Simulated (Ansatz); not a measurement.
B20 (FeSi-type) MnSi, relaxed in Ansatz (plane waves) with several semilocal functionals. Each gives its own volume and its own bulk modulus:

| level | V0 (Å³/atom) | bulk modulus (GPa) | ln V0 | ln B0 |
|---|---|---|---|---|
| LDA | 10.853 | 227.1 | 2.3844 | 5.4254 |
| PBEsol-D3(BJ) | 10.869 | 233.8 | 2.3859 | 5.4545 |
| PBEsol | 11.166 | 220.1 | 2.4129 | 5.3941 |
| PBE-D4 | 11.190 | 220.2 | 2.4150 | 5.3945 |
| revPBE | 11.684 | 199.9 | 2.4582 | 5.2978 |
| r²SCAN | 11.826 | 184.8 | 2.4703 | 5.2193 |

Problem. Fit a straight line to ln B0 against ln V0. What does it predict for PBE, whose volume is 11.525 Å³/atom?

Solution. With x = ln V0 and y = ln B0: means 2.42112 and 5.36427; Σ(Δx Δy) = -0.01545, Σ(Δx²) = 0.006487, so the slope is -2.38. At x = 2.4445 the line gives y = 5.36427 + (-2.38) × (2.4445 − 2.42112) = 5.3086, or 202.1 GPa. The run with PBE gives 205.9 GPa, +1.9 % from the line. The rows used scatter about it by up to 2.8 %, while the largest value lies 27 % above the smallest. For comparison, PBE's own equation of state has B′ = 4.1, the slope −d ln B/d ln V at a fixed functional; the two needn't agree, since functionals also differ at one volume.

Measured: 167 GPa (measured, room temperature, no zero-point or thermal correction; as tabulated in Study of the compressibility of FeSi, MnSi, and CoS2 (JETP Letters), abstract).

Spin-polarised runs: LDA (parallel moments), PBEsol-D3(BJ) (parallel moments), PBEsol (parallel moments), PBE-D4 (parallel moments), PBE (parallel moments), revPBE (parallel moments), r²SCAN (parallel moments).

Ansatz's density-functional and Hartree–Fock values are scalar-relativistic unless marked +SOC, with PAW data made under PBE.

Ansatz is a first-principles code.
